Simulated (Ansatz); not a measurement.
Density of states of AlN (P6_3mc) above the conduction band minimum, r2SCAN with spin-orbit coupling, rigid bands (Ansatz, a first-principles code); cell volume 41.6 Å³.

| energy from edge (eV) | 10⁻³ states/eV/cell |
|---|---|
| 0.006 | 3.63 |
| 0.031 | 8.62 |
| 0.056 | 11.9 |
| 0.081 | 14.4 |
| 0.106 | 16.5 |
| 0.131 | 18.9 |
| 0.156 | 20.7 |
| 0.181 | 22.9 |
| 0.206 | 24.8 |
| 0.231 | 26.8 |
| 0.256 | 28.5 |
| 0.281 | 30.4 |
| 0.319 | 33.2 |
| 0.344 | 35.0 |
| 0.369 | 36.5 |
| 0.394 | 38.6 |
| 0.419 | 40.4 |
| 0.444 | 42.5 |
| 0.469 | 44.4 |
| 0.494 | 46.3 |
| 0.519 | 47.7 |
| 0.544 | 49.8 |
| 0.569 | 51.9 |
| 0.594 | 53.9 |

Q: What effective density of states at 300 K does this give (∫ g(E) exp(−E/k_BT) dE, both spins, divided by the cell's size)?

A: 4.4e18 cm⁻³, a density-of-states mass of 0.31 mₑ, valleys and band degeneracy included.

Geometry: cell and atoms relaxed with r2SCAN.
